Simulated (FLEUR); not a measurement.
Band structure of BeB₂ (P6/mmm, 3 atoms in the cell).

```xyz
3
Lattice="2.9297 0.0000 0.0000 -1.4648 2.5372 0.0000 0.0000 0.0000 2.8773" Properties=species:S:1:pos:R:3 pbc="T T T"
Be     0.0000     0.0000     0.0000
B      0.0000     1.6915     1.4387
B      1.4648     0.8457     1.4387
```

Method: PBEsol, all-electron FLAPW (FLEUR), scalar-relativistic valence run with FLEUR.

Settings: Kmax = 4.3 1/bohr; GmaxXC = 17.2 1/bohr; xcFunctional = PBEs; jspins = 1; l_soc = F; mode = hist; fermiSmearingEnergy = 0.00499791 Htr; mesh (inpgen div1-3) = 13 13 11; inpgen gamma flag = false; Gmax = 17.2 1/bohr; numbands = 0; maxIterBroyd = 40; imix = Anderson; alpha = 0.05.

The starting cell comes from a database of computed structures (which also holds hypothetical and non-ambient phases and stackings), without a prior relaxation at this level. Values depend on the basis (sphere radii, cutoffs, local orbitals), which need not be converged.

Levels in eV from the Fermi level, bands 1 to 6:
```tsv
point	1	2	3	4	5	6
Γ	-14.47	-2.28	-0.11	-0.11	3.68	3.68
M	-10.41	-9.68	-3.82	2.39	3.85	3.98
K	-8.98	-8.98	-7.88	4.09	4.09	6.83
A	-12.19	-9.07	0.73	0.73	7.33	7.33
L	-8.27	-7.47	-5.67	-2.29	-2.20	5.20
H	-7.00	-6.31	-6.31	-3.80	-3.80	1.90
```
